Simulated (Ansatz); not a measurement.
```yaml
crystal:
  lattice:
    - [0.00000, 3.18405, 3.24773]
    - [3.18405, 0.00000, 3.24773]
    - [3.18405, 3.18405, 0.00000]
  atoms:
    - { symbol: Mg, position: [0.00000, 0.00000, 0.00000] }
    - { symbol: Te, position: [0.25000, 0.25000, 0.25000] }
```

No spin polarisation.

Level of theory: Ansatz (an electronic-structure program), LDA, PAW, cutoff 420 eV, no spin-orbit coupling. Γ-centred 9×9×9 mesh, Fermi–Dirac width 0.05 eV.

Question: What electron mass does the calculation give?

Answer: 0.16 mₑ (at Γ).

Question: What pressure (mean of the normal stresses, compression positive) does the calculation give?

Answer: -0.74 GPa.

Question: What space group does the calculation give?

Answer: I-4m2 (No. 119).

Question: Predict the gap character.

Answer: Direct at Γ.

Spin-orbit coupling, missing from the scalar runs, can matter with Te. The cells carry an imposed strain or load. Masses are band curvatures over ±0.01 Å⁻¹ around the edge. No phonon test of stability was made. The cell was made from MgTe in the zinc blende structure (space group F-43m, No. 216) by this change: uniaxial strain ε_zz = +2.00 %.
